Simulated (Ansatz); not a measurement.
# SiGe, response to strain

Start from SiGe in the wurtzite structure (space group P6_3mc, No. 186; a model cell, its experimental status unchecked).

```yaml
crystal:
  lattice:
    - [3.90406, 0.00000, 0.00000]
    - [-1.95203, 3.38101, 0.00000]
    - [0.00000, 0.00000, 6.45485]
  atoms:
    - { symbol: Ge, position: [0.66667, 0.33333, 0.99956] }
    - { symbol: Ge, position: [0.33333, 0.66667, 0.49956] }
    - { symbol: Si, position: [0.66667, 0.33333, 0.62564] }
    - { symbol: Si, position: [0.33333, 0.66667, 0.12564] }
```

Cartesian axes are those of the cell as printed.

Strains are applied to the cell and any free atomic positions relax; under biaxial strain the out-of-plane vector relaxes too.

Calculations: r2SCAN (Ansatz, a quantum-chemistry and plane-wave program), scalar-relativistic without spin-orbit coupling.

Notes on the quantities. energy relative to the base: free energy F; pressure: mean of the normal stresses, compression positive.

```tsv
case	energy relative to the base	gap character	pressure	width of the top valence band	band gap
base	0 meV/atom	indirect, Γ → M	0.00 GPa	3.59 eV	0.66 eV
biaxial strain −0.41 %, plane normal [001], relaxed out of plane	–	indirect, Γ → M	0.60 GPa	3.65 eV	0.67 eV
biaxial strain +0.81 %, plane normal [001], relaxed out of plane	–	direct at Γ	-1.13 GPa	3.48 eV	0.64 eV
isotropic strain −2.87 %	+46 meV/atom	indirect, Γ → M	8.93 GPa	3.96 eV	0.51 eV
isotropic strain +3.92 %	+68 meV/atom	direct at Γ	-7.47 GPa	3.12 eV	0.45 eV
isotropic strain +4.30 %	+80 meV/atom	direct at Γ	…	3.08 eV	0.42 eV
isotropic strain +4.70 %	+95 meV/atom	direct at Γ	…	3.04 eV	0.38 eV
uniaxial strain ε_zz = −0.55 %	+0.4 meV/atom	indirect, Γ → M	0.48 GPa	3.59 eV	0.63 eV
tensor shear ε_yz = +0.72 %	+0.7 meV/atom	indirect, Γ → Y₂	0.00 GPa	–	0.65 eV
```

Some entries are withheld; estimate them.


- isotropic strain +4.30 %, pressure: -7.97 GPa
- isotropic strain +4.70 %, pressure: -8.47 GPa

Whether these cells are dynamically stable was not tested. k-point labels follow each cell's own Brillouin zone.
